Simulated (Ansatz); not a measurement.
## PBE-D3(BJ) against PBEsol-D3(BJ): MoS2, pressure 15 GPa

Consider MoS2 in the 2H-MoS2 type structure (space group P6_3/mmc, No. 194; a = 3.1494 Å, c = 12.0915 Å; layered, stacked along the Cartesian z axis).

(Cell as relaxed with PBE-D3(BJ).)

Levels (all Ansatz, an electronic-structure program, PAW, earlier PAW set): PBE-D3(BJ) (420 eV, no SOC); PBEsol-D3(BJ) (420 eV, spin-orbit coupling left out).

Each level relaxes its own structure.

```csv
base,PBE-D3(BJ),PBEsol-D3(BJ)
volume per atom,17.31 Å³,16.34 Å³
lattice parameter a,3.149 Å,3.109 Å
band gap,0.78 eV,0.52 eV
```

One thing is altered: a hydrostatic pressure of 15 GPa.

```
quantity                       PBE-D3(BJ)  PBEsol-D3(BJ)
-----------------------------  ----------  -------------
c/a ratio                           3.645            [?]
shortest interatomic distance     2.359 Å            [?]
```

Q: Predict the PBEsol-D3(BJ) column.

A: 
- c/a ratio, PBEsol-D3(BJ): 3.641
- shortest interatomic distance, PBEsol-D3(BJ): 2.344 Å

PBE-D3(BJ)'s c/a ratio lies 0.004 above PBEsol-D3(BJ)'s; PBE-D3(BJ)'s shortest interatomic distance lies 0.015 Å above PBEsol-D3(BJ)'s (0.6 %). Neither level is exact; PBEsol-D3(BJ) is the comparison here, not a measurement.

The mesh was chosen for an insulator and is coarse for the gapless case. Load acts through the strain it causes; cell and atoms are relaxed under it. Stability against distortions was not tested. Competing high-pressure phases were not computed. The final runs are not spin-polarised.
